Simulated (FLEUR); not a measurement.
FLEUR run on LuN (Fm-3m, 2 atoms in the cell): self-consistent single point.

Level of theory: LDA (Vosko-Wilk-Nusair), all-electron FLAPW (FLEUR), scalar-relativistic valence with spin-orbit coupling in second variation run with FLEUR.

```yaml
crystal:
  lattice:
    - [0.00000, 2.39079, 2.39079]
    - [2.39079, 0.00000, 2.39079]
    - [2.39079, 2.39079, 0.00000]
  atoms:
    - { symbol: Lu, position: [0.00000, 0.00000, 0.00000] }
    - { symbol: N, position: [0.50000, 0.50000, 0.50000] }
```

Reference input (self-consistent single point, DFT, LDA (Vosko-Wilk-Nusair), all-electron FLAPW (FLEUR), scalar-relativistic valence): Kmax = 4 1/bohr; GmaxXC = 16 1/bohr; xcFunctional = vwn; jspins = 1; l_soc = F; mode = hist; fermiSmearingEnergy = 0.00183747 Htr; mesh (inpgen div1-3) = 8 8 8; inpgen gamma flag = true; Gmax = 16 1/bohr; numbands = 0; maxIterBroyd = 15. This run's input differs from it in these lines:

```diff
@@ -16,2 +16,3 @@
 &kpt div1=8 div2=8 div3=8 gamma=t /
+&soc 0.0 0.0 /
 &end /
@@ -29,5 +30,5 @@
       <magnetism jspins="1"/>
-      <soc l_soc="F" theta="0.0" phi="0.0" spav="F"/>
+      <soc l_soc="T" theta="0.0" phi="0.0" spav="F"/>
       <expertModes spex="0" secvar="F"/>
-      <geometryOptimization l_f="T" forcealpha="1.0" forcemix="BFGS" epsdisp="0.00001" epsforce="0.00001"/>
+      <geometryOptimization l_f="F" forcealpha="1.0" forcemix="BFGS" epsdisp="0.00001" epsforce="0.00001"/>
       <ldaU l_linMix="F" mixParam="0.05" spinf="1.0"/>
```

Output, abridged:

```
 Iteration:     1   Distance:      25.44567959 me/bohr^3
 Iteration:     2   Distance:      20.80755223 me/bohr^3
 Iteration:     3   Distance:       8.30936402 me/bohr^3
 Iteration:     4   Distance:       6.62312256 me/bohr^3
 Iteration:     5   Distance:       5.88190764 me/bohr^3
   [... 6 lines left out ...]
 Iteration:    12   Distance:       0.00353236 me/bohr^3
 Iteration:    13   Distance:       0.00083584 me/bohr^3
 Iteration:    14   Distance:       0.00007642 me/bohr^3
 Iteration:    15   Distance:       0.00000774 me/bohr^3
 Run finished successfully
 Stop message:
   all done

[file out, last iteration]
             iter=     15
[...]
          total density-effective poten   -2.5219612097E+04
          total charge density-energy d   -2.9995825658E+02
 Updated energy parameters for spin:           1
[...]
 fermi energy and band-weighting factors:
   [... 9 lines left out ...]

[...]
FERMIE:
          first approx. to ef    (T=0)  :   0.369461 htr   (energy of the highest occ. eigenvalue)
          number of occ. states  (T=0)  :       2338
          first approx. to seigv (T=0)  :  -3.419852 htr
          sum of weights of occ. states :  30.000000
          sum of semicore charge        :   0.000000 e
FERHIS:  Fermi-Energy by histogram:
          bandgap                     :   0.005994 htr
   [... lines left out ...]
          charge neutrality (T=0)     :   0.000000    (zero if the highest occ. eigenvalue is "entirely" occupied)
     EF_NEWTON:  Adjust Fermi-Energy by Newton-Method.
 Direct bandgap for spin            1 :    3.0163336272240437E-002  Htr
 ---->    free energy=                    -14626.9017319152 htr
   [... lines left out ...]
 TOTAL FORCE FOR ATOM TYPE=  2  X=  4.518   Y=  4.518   Z=  4.518
                       FX_TOT= 0.000000 FY_TOT= 0.000000 FZ_TOT= 0.000000
No new postions, force convergence required= 0.00001; max force distance= 0.00000
---->    distance of charge densities for spin  1                 it=   15:     0.000008 me/bohr**3
GENERALIZED ANDERSON MIXING: alpha=   0.05000 History-length=0
     ******* it= 15  is completed********
```

The run converged in 15 iterations. 

The starting cell comes from a database of computed structures (which also holds hypothetical and non-ambient phases and stackings), without a prior relaxation at this level. Its lattice was rescaled by a random factor within 2.5 % of one. Values depend on the basis (sphere radii, cutoffs, local orbitals), which need not be converged. No gap is read from this output. The log's line on a gap gives a spacing of levels on this mesh, which the program prints for metals too.

Cost on one core of a shared machine: roughly 70 s.
